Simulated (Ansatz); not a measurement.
BN (model structure, P6₂22, No. 180, 6 atoms in the cell) was calculated with r²SCAN in Ansatz (PAW).

Numerical settings: plane-wave cutoff 560 eV, 18×18×6 k mesh (along the axes of the cell as run), Fermi–Dirac smearing 0.01 eV, scalar-relativistic PAW data made under PBE.

Cell (relaxed at this level):

```
BN
1.0
    2.60005     0.00000     0.00000
   -1.30002     2.25171     0.00000
    0.00000     0.00000     5.82083
B N
3 3
Direct
  0.50000   0.00000   0.66667
  0.00000   0.50000   0.33333
  0.50000   0.50000   0.00000
  0.50000   0.00000   0.16667
  0.00000   0.50000   0.83333
  0.50000   0.50000   0.50000
```

Task: What does this level give for the band gap, smallest direct gap on the k points sampled and Γ–Γ gap?

Result: 
- band gap = 4.24 eV (indirect)
- smallest direct gap on the k points sampled = 6.89 eV
- Γ–Γ gap = 7.41 eV

Note: the relaxation could raise the start's symmetry but not lower it, so the cell can be a saddle point.

Computed values are for the static lattice.

A model structure was made by putting elements into a prototype or built by hand; it is no filed structure, need not be a known phase, and can be a saddle point held by its symmetry.

Ansatz is an electronic-structure program.
